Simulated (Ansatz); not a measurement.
Effect of isotropic strain +3.38 % on CsPbBr3

The reference is CsPbBr$_{3}$ in the cubic perovskite structure (space group Pm-3m, No. 221; a = 6.003 Å).

The change: the cell is scaled by 1.0338 in all directions; the atoms relax in the strained cell.

Method: PBE, PAW, 420 eV (Ansatz, a program for electronic structure; no spin-orbit coupling). Γ-centred 6×6×6 mesh, Fermi–Dirac width 0.05 eV.

```csv
quantity,base,changed,shift
volume per atom,43.26 Å³,47.80 Å³,+4.54 Å³
space group,Pm-3m (No. 221),Pm-3m (No. 221),–
shortest interatomic distance,3.001 Å,3.103 Å,+0.1014 Å
energy relative to the base (free energy F),0 meV/atom,+23 meV/atom,+23 meV/atom
pressure,0.00 GPa,-1.46 GPa,-1.46 GPa
band gap,1.78 eV,2.06 eV,+0.28 eV
gap character,direct at R,direct at R,–
mean gap deformation potential ΔEg/Δln V,–,+2.8 eV,–
width of the top valence band,1.66 eV,1.13 eV,-0.535 eV
"electron mass (degenerate bands, along [100])","0.091, 0.84, 0.84 mₑ (at R)","0.11, 0.98, 0.98 mₑ (at R)",–
hole mass,0.18 mₑ (at R),0.23 mₑ (at R),–
```

Final structure:

```xyz
5
Lattice="6.2057 0.0000 0.0000 0.0000 6.2057 0.0000 0.0000 0.0000 6.2057" Properties=species:S:1:pos:R:3 pbc="T T T"
Cs     0.0000     0.0000     0.0000
Pb     3.1028     3.1028     3.1028
Br     0.0000     3.1028     3.1028
Br     3.1028     3.1028     0.0000
Br     3.1028     0.0000     3.1028
```

With Pb present, leaving out spin-orbit coupling can change the band edges. Effective masses come from finite differences of ±0.01 Å⁻¹. No phonon test of stability was made. Many cubic perovskites are stable only at high temperature; tilts and polar distortions were not tested. This is not the structure that CsPbBr3 has at room temperature and ambient pressure.
